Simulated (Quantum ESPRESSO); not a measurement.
A user runs Quantum ESPRESSO on Sr2Mg3Al (P6_3/mmc, 24 atoms in the cell) and asks whether the run is sound. The aim is a self-consistent single point with DFT, LDA (PZ), plane waves, GBRV 1.5 ultrasoft (LDA) pseudopotentials.

Cell that was meant: a = 6.3291 Å, b = 6.3291 Å, c = 21.1226 Å, α = 90.00°, β = 90.00°, γ = 120.00°.

Part of the input:

```fortran
    degauss = 0.0036749
/
&electrons
    conv_thr = 1.0d-2
    mixing_beta = 0.7
/
ATOMIC_SPECIES
```

Log, with long lists cut:

```
     Message from routine setup:
     using ibrav=0 with symmetry is DISCOURAGED, use correct ibrav instead
     G-vector sticks info
   [... lines left out ...]
        k(    2) = (   0.0000000   0.2886751   0.0000000), wk =   0.7500000
        k(    3) = (   0.0000000  -0.5773503   0.0000000), wk =   0.3750000
        k(    4) = (   0.2500000   0.4330127   0.0000000), wk =   0.7500000

     Dense  grid:   236171 G-vectors     FFT dimensions: (  54,  54, 180)

     Smooth grid:   168977 G-vectors     FFT dimensions: (  50,  50, 162)

     Initial potential from superposition of free atoms

     starting charge     208.1725, renormalised to     212.0000

     negative rho (up, down):  5.097E-01 0.000E+00
     Self-consistent Calculation

     iteration #  1     ecut=    40.00 Ry     beta= 0.70

     Threshold (ethr) on eigenvalues was too large:
     Diagonalizing with lowered threshold

     negative rho (up, down):  5.025E-01 0.000E+00

     total energy              =   -2088.56388075 Ry
     estimated scf accuracy    <       1.76642768 Ry

     iteration #  2     ecut=    40.00 Ry     beta= 0.70

     negative rho (up, down):  5.113E-01 0.000E+00

     total energy              =   -2088.86465135 Ry
     estimated scf accuracy    <       1.32638560 Ry

   [... lines left out ...]
     estimated scf accuracy    <       0.06158328 Ry

     iteration #  4     ecut=    40.00 Ry     beta= 0.70

     negative rho (up, down):  5.178E-01 0.000E+00

     total energy              =   -2089.14188158 Ry
     estimated scf accuracy    <       0.24636479 Ry

     iteration #  5     ecut=    40.00 Ry     beta= 0.70

     negative rho (up, down):  5.185E-01 0.000E+00

     total energy              =   -2089.16964652 Ry
     estimated scf accuracy    <       0.03205782 Ry

     iteration #  6     ecut=    40.00 Ry     beta= 0.70

     negative rho (up, down):  5.185E-01 0.000E+00
     End of self-consistent calculation

     the Fermi energy is     5.4423 ev

!    total energy              =   -2089.17221195 Ry
     estimated scf accuracy    <       0.00031875 Ry
     smearing contrib. (-TS)   =      -0.00209044 Ry
     internal energy E=F+TS    =   -2089.17012151 Ry

     convergence has been achieved in   6 iterations

     negative rho (up, down):  5.185E-01 0.000E+00

     Forces acting on atoms (cartesian axes, Ry/au):

     atom    1 type  1   force =     0.00000000   -0.00000000    0.00283813
     atom    2 type  1   force =     0.00000000   -0.00000000   -0.00283813
     atom    3 type  1   force =     0.00000000   -0.00000000    0.00283813
     atom    4 type  1   force =     0.00000000    0.00000000   -0.00283813
   [... lines left out ...]
     Total force =     0.019735     Total SCF correction =     0.039384
   [... lines left out ...]

     negative rho (up, down):  5.185E-01 0.000E+00
          total   stress  (Ry/bohr**3)                   (kbar)     P=      -44.28
  -0.00030281   0.00000000  -0.00000000          -44.54        0.00       -0.00
   0.00000000  -0.00030281   0.00000000            0.00      -44.54        0.00
  -0.00000000  -0.00000000  -0.00029742           -0.00       -0.00      -43.75

   JOB DONE.
```

**Question.** Is anything amiss in this input, and did it matter?

**Answer.** The run is not sound. The fault is a convergence threshold that is too loose. A loop that stops early leaves an energy error of second order in the density error, but errors of first order in forces and stress. To fix it, tighten the threshold. The run converged in 6 iterations without an error; against the sound input the free energy hardly moves (within 1 meV/atom), the pressure goes from -3.33 to -4.43 GPa and the largest force goes from 0.043 to 0.184 eV/Å. The full log also holds: “SCF correction compared to forces is large: reduce conv_thr to get better values”.

An input that runs soundly differs in these lines (not the only fix; some lines may just follow from the change or write a value another way):
```diff
-    conv_thr = 1.0d-2
+    conv_thr = 1.0d-10
```

With that input, the run converged in 13 iterations: free energy E − TS -28424.6383 eV; Fermi level (on the code's own zero) 5.44 eV; pressure -3.33 GPa; largest force (vector length) 0.043 eV/Å (DFT, LDA (PZ), plane waves, GBRV 1.5 ultrasoft (LDA) pseudopotentials).

On the sound input: the starting cell comes from a database of computed structures (which also holds hypothetical and non-ambient phases and stackings), without a prior relaxation at this level. Its lattice was rescaled by a random factor within 2.5 % of one. With a pressure of about -3 GPa the cell is away from its equilibrium volume at this level.
